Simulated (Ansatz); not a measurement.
Reference: CaF2 (Fm-3m), PBEsol, rigid bands (plane waves, PAW, scalar-relativistic; Ansatz, an electronic-structure program); axes and stresses refer to this cell.

```yaml
crystal:
  lattice:
    - [0.00000, 2.71029, 2.71029]
    - [2.71029, 0.00000, 2.71029]
    - [2.71029, 2.71029, 0.00000]
  atoms:
    - { symbol: Ca, position: [0.00000, 0.00000, 0.00000] }
    - { symbol: F, position: [0.75000, 0.75000, 0.75000] }
    - { symbol: F, position: [0.25000, 0.25000, 0.25000] }
```

The Seebeck coefficient, n-type 1e19 cm⁻³ is -225 μV/K and the hole conductivity mass is 2.0 mₑ. The band gap is 7.25 eV.

**Question.** Change: functional PBE, cell relaxed with it. What happens to Seebeck coefficient, n-type 1e19 cm⁻³, hole conductivity mass, band gap?

**Answer.** Seebeck coefficient, n-type 1e19 cm⁻³ moves little, to -226 μV/K; hole conductivity mass increases to 2.2 mₑ; band gap moves little, to 7.14 eV.

**Question.** Change: functional r2SCAN on the same cell. What happens to Seebeck coefficient, n-type 1e19 cm⁻³, hole conductivity mass, band gap?

**Answer.** Seebeck coefficient, n-type 1e19 cm⁻³ moves little, to -228 μV/K; hole conductivity mass grows to 2.1 mₑ; band gap grows to 8.10 eV.

Masses are for dilute carriers at 300 K, harmonic means over directions unless an axis is named. Seebeck coefficients are for the stated density at 300 K, with one relaxation time for all states and whether or not that doping can be reached. Spin-orbit coupling is left out unless a row names it.
